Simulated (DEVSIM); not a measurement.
abrupt GaAs n-p junction

Device: abrupt GaAs n-p junction, at 350 K.

| layer (left to right) | material | thickness (μm) | Nd (cm⁻³) | Na (cm⁻³) | τn (s) | τp (s) |
|---|---|---|---|---|---|---|
| 1 | GaAs | 0.900 | 1.3e15 | - | 6.6e-9 | 6.6e-9 |
| 2 | GaAs | 3.30 | - | 2.3e17 | 6.6e-9 | 6.6e-9 |

Left contact: ohmic. Right contact: ohmic. Voltage is applied to the left contact. Recombination: SRH at mid-gap, radiative. Mobility is μmin + (μ − μmin)/(1 + (N/Nref)^α).

This is a model device: material constants are rounded textbook-type values typed into the input, and sizes, dopings and lifetimes were drawn at random. Values at 300 K; Nc and Nv go as T^1.5, mobilities as T to minus their exponent, the gap by Varshni's rule with the affinity fixed.

```tsv
parameter	GaAs
gap (eV)	1.424
affinity (eV)	4.07
permittivity	12.9
Nc (cm⁻³)	4.7e17
Nv (cm⁻³)	9e18
μn (cm²/Vs)	8500
μp (cm²/Vs)	400
μn,min	500
μp,min	20
Nref,n	6e16
Nref,p	1.5e17
αn	0.39
αp	0.38
T exponent of μn	2.1
T exponent of μp	2.2
B (cm³/s)	2e-10
Varshni α (eV/K)	0.000541
Varshni β (K)	204
```

Simulated with DEVSIM: 1D drift-diffusion, Boltzmann statistics, complete ionisation; no tunnelling, impact ionisation, image-force lowering or self-heating.

| Property | Result |
|---|---|
| Potential step across the device at zero bias | 1.099 V |
| Largest field in the device at zero bias | 31000 V/cm |
| Dark forward voltage at 1 A/cm² | 0.838 V |
| Dark forward voltage at 100 A/cm² | 1.027 V |

Dark forward current:

(V (V), J (A/cm²)): (-0.05, -2.8e-8); (-0.10, -8.9e-8); (-0.15, -2.3e-7); (-0.20, -5.8e-7); (-0.25, -1.4e-6); (-0.30, -3.5e-6); (-0.35, -8.5e-6); (-0.40, -2.1e-5); (-0.45, -5.6e-5); (-0.50, -0.00015); (-0.55, -0.00045); (-0.60, -0.0014); (-0.65, -0.0051); (-0.70, -0.020); (-0.75, -0.080); (-0.80, -0.34); (-0.85, -1.4); (-0.90, -5.6); (-0.95, -20); (-1.00, -60); (-1.05, -150); (-1.10, -340); (-1.15, -690); (-1.20, -1300); (-1.25, -2300)
